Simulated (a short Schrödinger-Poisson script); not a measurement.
Structure: MOS inversion layer, Al2O3 on p-type Si(111), at 300 K.

From the gate side: 3.6 nm Al2O3; 390 nm Si, acceptors 1.2e18 cm⁻³.

The device is made up for the run: typed textbook-type constants, with dimensions and the other settings drawn at random. Al2O3: permittivity 9, conduction-band edge (eV) 2.7, gap (eV) 6.8, electron mass (mₑ) 0.3. Si: permittivity 11.7, conduction-band edge (eV) 0, gap (eV) 1.124, Nv at 300 K (cm⁻³) 3.1e19.

Channel valleys (confinement mass, in-plane density-of-states mass, number): Δ6 0.258, 0.358, 6. At the gate the conduction-band edge of layer 1 lies 2.97 eV − eVg above the Fermi level of the channel; the field vanishes at the back. Gaps are held at their typed values at every temperature. Mesh 0.03 nm at interfaces.

From a short Schrödinger-Poisson script (our own, NumPy): 1D Poisson equation in equilibrium, electrons quantum, Hartree (BenDaniel-Duke, 12 states a valley, the channel's in-plane mass for all, wave functions free to enter the dielectric), parabolic valleys, classical holes, full ionisation, no traps, pinning or gate leakage.

```tsv
Vg (V)	electrons (cm⁻²)	C (μF/cm²)	Δ6 E0 (meV from the Fermi level)
0.5	4.69e9	0.300	220.1
0.55	2.19e10	0.364	180.2
0.6	8.90e10	0.574	143.9
0.65	2.64e11	0.908	115.7
0.7	5.58e11	1.18	96.2
0.75	9.32e11	1.35	82.7
0.8	1.36e12	1.45	72.8
0.85	1.81e12	1.52	65.0
0.9	2.29e12	1.57	58.7
0.95	2.78e12	1.61	53.4
1	3.28e12	1.64	48.8
1.05	3.79e12	1.66	44.7
1.1	4.32e12	1.68	41.1
1.15	4.84e12	1.70	37.8
1.2	5.38e12	1.71	34.8
1.25	5.91e12	1.73	32.0
```

Gate voltages with under 1e9 electrons/cm² are left out.

Question: At Vg = 1.25 V the lowest Δ6 subband lies at 32.0 meV from the Fermi level. How many electrons does it hold, and what share of all?

Answer: The two-dimensional density of states is g m/(πħ²) = 8.97e11 cm⁻² meV⁻¹ (both spins), kT = 25.9 meV, so n = D kT ln(1 + exp(−E/kT)) = 5.90e12 cm⁻², 1.00 of the 5.91e12 cm⁻² in all.

Question: Compare the slope of the sheet density between 1.15 and 1.25 V with the geometric capacitance of the layers between gate and channel.

Answer: q Δn/ΔV = 1.71 μF/cm²; ε0/Σ(t/ε) = 2.21 μF/cm². The ratio is 0.77: the channel acts as a further capacitance in series.
